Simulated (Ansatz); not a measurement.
The parent structure is BiSb in the CsCl type structure (space group Pm-3m, No. 221; a = 3.894 Å; a hypothetical phase, not in the database extracts checked; relaxed with 0.1 eV smearing). Axes: x, y, z lie along the cube axes.

The values are results of Ansatz (a program for electronic structure), PBE, PAW, cutoff 420 eV, spin-orbit coupling left out, not measurements.

Strains are applied to the cell and any free atomic positions relax; under biaxial strain the out-of-plane vector relaxes too.

One change was made to it. Results:

The shortest interatomic distance shrinks by 0.088 Å, from 3.373 Å to 3.285 Å; the energy rises by 13 meV/atom.

Which change produced these results?
(A) uniaxial strain ε_yy = +1.18 %
(B) biaxial strain −4.37 %, plane normal [111], relaxed out of plane
(C) strain tensor (xx, yy, zz, yz, xz, xy) = (+1.32, +1.31, +1.40, −0.70, −0.05, +2.27) %
(D) tensor shear ε_xy = +3.94 %
(E) biaxial strain −3.06 %, plane normal [001], relaxed out of plane

D, tensor shear ε_xy = +3.94 %. For comparison, the shortest interatomic distance in the other runs: strain tensor (xx, yy, zz, yz, xz, xy) = (+1.32, +1.31, +1.40, −0.70, −0.05, +2.27) % gives 3.353 Å; biaxial strain −3.06 %, plane normal [001], relaxed out of plane gives 3.356 Å; uniaxial strain ε_yy = +1.18 % gives 3.386 Å; biaxial strain −4.37 %, plane normal [111], relaxed out of plane gives 3.270 Å.

Stability against distortions was not tested. All final runs are without spin polarisation.
